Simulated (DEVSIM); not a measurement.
Structure: isotype n-n heterojunction Al0.35Ga0.65As/GaAs, at 300 K.

```tsv
layer (left to right)	material	thickness (μm)	Nd (cm⁻³)	τn (s)	τp (s)
1	Al0.35Ga0.65As	0.320	1.1e17	3.8e-9	3.8e-9
2	GaAs	0.690	4.2e16	3.8e-9	3.8e-9
```

Left contact: ohmic. Right contact: ohmic. Voltage is applied to the left contact. Recombination: SRH at mid-gap. Mobility is μmin + (μ − μmin)/(1 + (N/Nref)^α).

The device is made up for the run: typed textbook-type constants, with dimensions and the other settings drawn at random. Values at 300 K.

```csv
parameter,Al0.35Ga0.65As,GaAs
gap (eV),1.8604,1.424
affinity (eV),3.7935,4.07
permittivity,11.91,12.9
Nc (cm⁻³),7.44e17,4.7e17
Nv (cm⁻³),9e18,9e18
μn (cm²/Vs),3495,8500
μp (cm²/Vs),176,400
"μn,min",500,500
"μp,min",20,20
"Nref,n",6e16,6e16
"Nref,p",1.5e17,1.5e17
αn,0.39,0.39
αp,0.38,0.38
```

DEVSIM, 1D drift-diffusion, Boltzmann statistics, complete ionisation; no tunnelling, impact ionisation, image-force lowering or self-heating. Band offsets follow the typed affinities; no thermionic-emission limit at abrupt steps, no polarisation charge.

### Question
Tabulate band edges, carrier densities and field at 1.15 V on the left contact.

### Answer
Energies count from the Fermi level of the right contact; mesh points crowd at the junctions.

| x (μm) | Ec (eV) | Ev (eV) | n (cm⁻³) | p (cm⁻³) | field (V/cm) |
|---|---|---|---|---|---|
| 0.000 | -1.101 | -2.961 | 1.1e17 | < 1e2 | 350 |
| 0.004754 | -1.100 | -2.961 | 1.1e17 | < 1e2 | 350 |
| 0.01407 | -1.100 | -2.961 | 1.1e17 | < 1e2 | 350 |
| 0.03233 | -1.099 | -2.960 | 1.1e17 | < 1e2 | 350 |
| 0.08768 | -1.097 | -2.958 | 1.1e17 | < 1e2 | 360 |
| 0.1726 | -1.092 | -2.952 | 1.0e17 | < 1e2 | 2300 |
| 0.2472 | -0.858 | -2.718 | 5.2e14 | < 1e2 | 84000 |
| 0.2937 | -0.290 | -2.150 | 2.5e14 | < 1e2 | 160000 |
| 0.3090 | -0.023 | -1.884 | 2.1e14 | < 1e2 | 190000 |
| 0.3168 | 0.128 | -1.733 | 2.0e14 | < 1e2 | 200000 |
| 0.3209 | -0.071 | -1.494 | 2.9e18 | < 1e2 | 140000 |
| 0.3296 | -0.011 | -1.435 | 3.0e17 | < 1e2 | 36000 |
| 0.3437 | 0.018 | -1.406 | 9.6e16 | < 1e2 | 12000 |
| 0.3718 | 0.035 | -1.389 | 5.1e16 | < 1e2 | 2800 |
| 0.4526 | 0.043 | -1.381 | 4.2e16 | < 1e2 | 400 |
| 0.5876 | 0.047 | -1.377 | 4.2e16 | < 1e2 | 350 |
| 0.7809 | 0.054 | -1.370 | 4.2e16 | < 1e2 | 350 |
| 0.8968 | 0.058 | -1.366 | 4.2e16 | < 1e2 | 350 |
| 0.9681 | 0.061 | -1.363 | 4.2e16 | < 1e2 | 350 |
| 0.9913 | 0.062 | -1.362 | 4.2e16 | < 1e2 | 350 |
| 1.003 | 0.062 | -1.362 | 4.2e16 | < 1e2 | 350 |
| 1.010 | 0.062 | -1.362 | 4.2e16 | < 1e2 | 350 |
